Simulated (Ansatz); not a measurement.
The starting structures come from a database of crystals and need not be the phases stable at ambient conditions.

 Where the default PAW files enter, the runs use the earlier of Ansatz's two default sets.

Tunnelling through a barrier is set by its complex band structure: the current falls as exp(−2κd) with the smallest κ.

```
SrTiO3
1.0
    5.41188     0.00000     0.00000
    0.00000     5.41188     0.00000
    2.70594    -2.70594     3.84418
Sr Ti O
2 2 6
Direct
  0.25000   0.25000   0.50000
  0.75000   0.75000   0.50000
  0.00000   0.00000   0.00000
  0.50000   0.50000   0.00000
  0.22904   0.27096   0.00000
  0.77096   0.72904   0.00000
  0.72904   0.22904   0.00000
  0.27096   0.77096   0.00000
  0.25000   0.75000   0.50000
  0.75000   0.25000   0.50000
```

Space group of this cell: I4/mcm. The cell is strained (all lengths scaled by 0.98); by r2SCAN its mean pressure is 12.1 GPa.

Transport runs along the normal of the first two printed cell vectors, the (001) plane of the conventional cell.

The gap is the functional's own. No spin-orbit coupling. Mid-gap values are interpolated on the energy grid.

### Question
Predict the band gap and the smallest decay constant κ at mid-gap from Ansatz (a program for electronic structure) with r2SCAN.

### Answer
Gap 2.48 eV on a 8×8×8 mesh; κ = 0.262 1/Å, at the zone centre.
